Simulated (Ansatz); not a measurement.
Partial pair distribution functions of a relaxed model of amorphous Hf10Al10O35, broadened by 0.06 Å; density 6.50 g/cm³. All values below come from PBE, scalar-relativistic without spin-orbit coupling (plane waves to 420 eV, PAW; Ansatz, a program for electronic structure).

The cell was made by melting and quenching with the CHGNet potential and then relaxed with DFT. O atoms were pushed apart under 1.9 Å during the dynamics, to hinder bonds among them. It is the lowest in DFT energy of 2 quenches. It is a model cell: composition and starting density were chosen by hand, and all elements were melted together. No dispersion term was used. Its density started from a set value of 6.50 and ended at 6.50 g/cm³. The quench (nominally 150 K/ps over its main leg) was far faster than any real one, so the model tends to hold more defects than a real film. Values belong to this one cell and scatter from quench to quench. The volume was free in the relaxation, at fixed shape. Stress components on the final sampling reach 3.8 GPa.

| r (Å) | g Hf-O | g Al-O | g Hf-Hf | g Al-Al |
|---|---|---|---|---|
| 1.50 | 0.00 | 0.00 | 0.00 | 0.00 |
| 1.60 | 0.00 | 0.28 | 0.00 | 0.00 |
| 1.70 | 0.00 | 4.50 | 0.00 | 0.00 |
| 1.80 | 0.02 | 9.57 | 0.00 | 0.00 |
| 1.90 | 0.61 | 4.20 | 0.00 | 0.00 |
| 2.00 | 4.14 | 0.96 | 0.00 | 0.00 |
| 2.10 | 8.15 | 0.28 | 0.00 | 0.00 |
| 2.20 | 4.88 | 0.06 | 0.00 | 0.00 |
| 2.30 | 1.96 | 0.00 | 0.00 | 0.00 |
| 2.40 | 0.79 | 0.00 | 0.00 | 0.00 |
| 2.50 | 0.13 | 0.07 | 0.00 | 0.00 |
| 2.60 | 0.00 | 0.14 | 0.00 | 0.01 |
| 2.70 | 0.02 | 0.02 | 0.00 | 0.34 |
| 2.80 | 0.26 | 0.09 | 0.00 | 1.07 |
| 2.90 | 0.47 | 0.16 | 0.06 | 1.65 |
| 3.00 | 0.45 | 0.26 | 0.65 | 3.73 |
| 3.10 | 0.31 | 0.46 | 0.61 | 3.51 |
| 3.20 | 0.33 | 0.74 | 1.88 | 3.80 |
| 3.30 | 0.31 | 0.84 | 3.53 | 1.59 |
| 3.40 | 0.42 | 1.31 | 2.96 | 1.33 |
| 3.50 | 0.55 | 1.27 | 2.77 | 0.86 |
| 3.60 | 0.58 | 1.15 | 3.10 | 0.46 |
| 3.70 | 0.55 | 1.13 | 1.73 | 0.03 |
| 3.80 | 0.70 | 0.90 | 1.14 | 0.01 |
| 3.90 | 1.19 | 1.14 | 1.55 | 0.30 |
| 4.00 | 1.36 | 1.50 | 1.61 | 0.93 |
| 4.10 | 1.47 | 1.66 | 1.15 | 1.15 |
| 4.20 | 1.52 | 1.40 | 0.71 | 0.73 |
| 4.30 | 1.44 | 1.51 | 0.47 | 0.41 |

Within 2.56 Å each Hf has 6.20 O neighbours on average.
